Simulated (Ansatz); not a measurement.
A self-consistent single point of a (100) slab of LaCu2 (cut from a parent of space group no. 191; 6 atoms in the cell) with Ansatz (a program for electronic structure).

Level of theory: PBEsol, default PAW files made with PBE (plane waves; Ansatz).

```xyz
6
Lattice="4.3132 0.0000 0.0000 0.0000 3.8625 0.0000 0.0000 0.0000 20.2255" Properties=species:S:1:pos:R:3 pbc="T T T"
La     2.1566     0.0000     8.2451
Cu     0.0000     1.9313     9.4902
Cu     0.0000     1.9313     7.0000
La     0.0000     0.0000    11.9804
Cu     2.1566     1.9313    13.2255
Cu     2.1566     1.9313    10.7353
```

Reference input (self-consistent single point, DFT, PBEsol, plane waves, default PAW files made with PBE): basis.ecutwfc = 420 eV; kpoints.mp_grid.grid = 6 7 1; hamiltonian.xc = pbesol; hamiltonian.pseudopotentials = {kind: paw} (the program's default PAW files); scf.occupations.method = fermi_dirac; scf.occupations.width = 0.1 eV. This run's input differs from it in these lines:

Ansatz 0.2 input:
```diff
@@ -14,3 +14,3 @@
 basis:
-  ecutwfc: 420.0
+  ecutwfc: 295.0
 kpoints:
```

Output, abridged:

```
SCF iter   1: F=—  HF=-38674.399785 eV  |F-HF|=—  |Δ(HF+E_count)|=         —  Δρ=1.16e-2  dr2=3.23e-1  ethr=1.77e-3  ⟨swp⟩=9.1  Hψ=3914  notcnv=0
all-band conjugate gradients solve this SCF's bands
preconditioner: auto → LDOS
SCF iter   2: F=—  HF=-38675.644334 eV  |F-HF|=—  |Δ(HF+E_count)|=    1.24e0  Δρ=5.55e-2  dr2=6.32e0  ethr=3.29e-4  ⟨swp⟩=3.2  Hψ=2439  notcnv=0  recentre
   [... lines left out ...]
SCF iter   7: F=—  HF=-38674.237391 eV  |F-HF|=—  |Δ(HF+E_count)|=   2.01e-4  Δρ=2.13e-4  dr2=1.60e-4  ethr=5.07e-7  ⟨swp⟩=2.6  Hψ=1407  notcnv=0
SCF iter   8: F=—  HF=-38674.237384 eV  |F-HF|=—  |Δ(HF+E_count)|=   6.55e-6  Δρ=6.64e-5  dr2=1.01e-5  ethr=1.63e-7  ⟨swp⟩=2.1  Hψ=1381  notcnv=0
SCF iter   9: F=—  HF=-38674.237158 eV  |F-HF|=—  |Δ(HF+E_count)|=   2.26e-4  Δρ=1.61e-5  dr2=6.98e-7  ethr=1.04e-8  ⟨swp⟩=2.2  Hψ=1515  notcnv=0
SCF iter  10: F=-38674.237158 eV  HF=-38674.237158 eV  |F-HF|=8.28e-8  |Δ(HF+E_count)|=   9.57e-8  Δρ=3.00e-6  dr2=3.30e-8  ethr=1.02e-10  ⟨swp⟩=9.0  Hψ=5302  notcnv=0
SCF 1 converged in 10 iterations: F = -38674.237158 eV  dr2 = 3.30e-8
Free energy (F): -38674.237158 eV
Internal energy: -38674.076583 eV  (E = F + TS)
E sigma→0 (E₀):  -38674.156870 eV
Entropy (-TS):   -0.160575 eV (-26.763 meV/atom)
Fermi energy:    2.251753 eV
--- Forces (eV/Å), atoms counted from 1 ---
  atom   1  La     0.00000000     0.00000000     0.22981832
  atom   2  Cu     0.00000000     0.00000000    -0.02951491
  atom   3  Cu     0.00000000     0.00000000     0.39831894
  atom   4  La     0.00000000     0.00000000    -0.22981832
  atom   5  Cu     0.00000000     0.00000000    -0.39831894
  atom   6  Cu     0.00000000     0.00000000     0.02951491
--- Stress (GPa, compression-positive) ---
       -2.070787       0.000000       0.000000
        0.000000      -1.649351       0.000000
        0.000000       0.000000      -1.557890
  P = ⅓ Tr σ = -1.7593 GPa (-17.593 kbar)
  The stress holds the Pulay correction. Without it, at fixed plane waves, as pw.x and ABINIT print it: P = -8.5333 GPa
```

The run converged in 10 iterations. Against the reference run the free energy goes up by 250 meV/atom and the largest force goes from 0.481 to 0.398 eV/Å.

The starting cell comes from a database of computed structures (which also holds hypothetical and non-ambient phases and stackings), without a prior relaxation at this level. The slab is cut from that crystal, and its faces are unrelaxed. Its lattice was rescaled by up to half a per cent. Spin polarisation is off. The cutoff lies below the one recommended for these files.
